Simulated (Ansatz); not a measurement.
Consider TiTe$_{2}$ in the CdI2 type structure (space group P-3m1, No. 164; layered, stacked along the Cartesian z axis).

```xyz
3
Lattice="3.6970 0.0000 0.0000 -1.8485 3.2017 0.0000 0.0000 0.0000 6.3842" Properties=species:S:1:pos:R:3 pbc="T T T"
Ti     0.0000     0.0000     0.0000
Te     0.0000     2.1345     1.7307
Te     1.8485     1.0672     4.6535
```

Computed with PBE-D3(BJ) in Ansatz (plane waves to 420 eV, PAW, no spin-orbit coupling).

One change was made to it. Results:

The shortest interatomic distance rises by 0.022 Å, from 2.748 Å to 2.770 Å; the c/a ratio rises by 0.0376, from 1.727 to 1.764; the density shrinks by 0.42 g/cm³ (6.66 g/cm³ → 6.24 g/cm³); the band gap remains zero.

Problem. Which of these changes matches the shifts?
A. pressure 7 GPa
B. pressure −1 GPa
C. pressure 15 GPa
D. pressure 3 GPa
E. pressure −2 GPa

Solution. E, pressure −2 GPa. For comparison, the shortest interatomic distance in the other runs: pressure 15 GPa gives 2.648 Å; pressure −1 GPa gives 2.758 Å; pressure 7 GPa gives 2.693 Å; pressure 3 GPa gives 2.722 Å.

Load acts through the strain it causes; cell and atoms are relaxed under it. Stability against distortions was not tested. Competing high-pressure phases were not computed. The final runs are not spin-polarised.

Ansatz is an electronic-structure program.
